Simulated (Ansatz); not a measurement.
Consider the following.

```xyz
2
Lattice="0.0000 3.2595 3.2595 3.2595 0.0000 3.2595 3.2595 3.2595 0.0000" Properties=species:S:1:pos:R:3 pbc="T T T"
In     0.0000     0.0000     0.0000
Sb     1.6298     1.6298     1.6298
```

These are PBE with spin-orbit coupling, rigid bands (plane waves, PAW; Ansatz, a program for electronic structure) values and carry that method's errors. How the cell was made: cell and atoms relaxed with PBEsol.

Q: Is this a good metal at this level?

A: No. No gap shows, but r2SCAN opens one on the same cell, so the missing gap may be the functional's error (that test had no spin-orbit coupling). N(E_F) = 0.0048 states/eV a cell at 300 K and the Drude plasma energy along the best axis is 0.160 eV, several times under that of a simple or noble metal.
